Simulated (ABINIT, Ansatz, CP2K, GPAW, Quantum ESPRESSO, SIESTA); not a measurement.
# Code comparison for ZnCu2SnS4 (I-4, 8 atoms in the cell)

Self-consistent single point, at a second geometry (lattice scaled by 0.98). First geometry:

```
CELL_PARAMETERS angstrom
     -2.63860     2.63860     5.27809
      2.63860    -2.63860     5.27809
      2.63860     2.63860    -5.27809
ATOMIC_POSITIONS crystal
  Zn 0.75000 0.25000 0.50000
  Cu 0.00000 0.00000 0.00000
  Cu 0.25000 0.75000 0.50000
  Sn 0.50000 0.50000 0.00000
  S  0.36432 0.37124 0.47758
  S  0.62876 0.10634 0.99308
  S  0.89366 0.88674 0.52242
  S  0.11326 0.63568 0.00692
```

Shared settings, as Ansatz (a first-principles code) writes them: kpoints.mp_grid.grid = 5 5 5; scf.occupations.method = fermi_dirac; scf.occupations.width = 0.05 eV. Potentials and cutoffs stand in the table.

| code | model | ΔF from the first geometry (meV/atom) | pressure (GPa) | largest force (eV/Å) | gap on the mesh (eV) | cutoff |
|---|---|---|---|---|---|---|
| Quantum ESPRESSO | PBE, PSlibrary PAW (PBE) pseudopotentials | 91.8 | 17.17 | 0.675 | 0.731 | 55 Ry |
| SIESTA | GGA PBE, numerical atomic orbitals DZP, PseudoDojo PBE standard norm-conserving potentials (rewritten from UPF to PSML) | 91.2 | 17.81 | 0.846 | 1.069 | grid 400 Ry |
| Ansatz | PBE, PAW files | 90.6 | 17.51 | 0.634 | 0.721 | default |
| GPAW | PBE, GPAW PAW datasets PBE (gpaw-data 1.0.1) | 93.8 | 17.91 | 0.531 | 0.726 | 800 eV |
| CP2K | PBE, GPW, DZVP-MOLOPT-SR-GTH basis, GTH-PBE potentials (GTH_POTENTIALS) | 96.8 | 18.52 | 0.623 | 0.777 | grid 600 Ry |
| ABINIT | PBE, PAW (JTH v2.0 PBE PAW) | 90.0 | 17.31 | 0.621 | 0.708 | 816 eV |

For Quantum ESPRESSO (by 0.5 GPa) the energy change implies a higher mean pressure, against the two pressures, than for the other programs: a sign of finite-basis (Pulay) stress.

Gaps are read on the mesh.

The spread over the programs that give each value: ΔF from the first geometry within 6.8 meV/atom; pressure within 1.35 GPa; largest force within 0.315 eV/Å; gap on the mesh within 0.361 eV.

SIESTA and CP2K use small atom-centred bases, whose incompleteness enters pressures, forces and empty levels differently from a plane-wave cutoff. Ansatz's pressure is given at a fixed set of plane waves, as the other plane-wave codes print theirs; with its correction for the finite basis it is 17.58 GPa. In the pressure, CP2K (by 1.11) lies more than 1 GPa from the median of the plane-wave programs. In the gap, SIESTA (by 0.345) lies more than 0.12 eV from the median of the plane-wave programs. In the force vectors, SIESTA (by 0.233) and GPAW (by 0.115) lie more than 0.08 eV/Å from the median of the plane-wave programs.

The starting cell comes from a database of computed structures (which also holds hypothetical and non-ambient phases and stackings), without a prior relaxation at this level. Its lattice was rescaled by a random factor within 2.5 % of one. For this run, on top of that: lattice scaled by 0.98.

Keys are those of Ansatz 0.2.
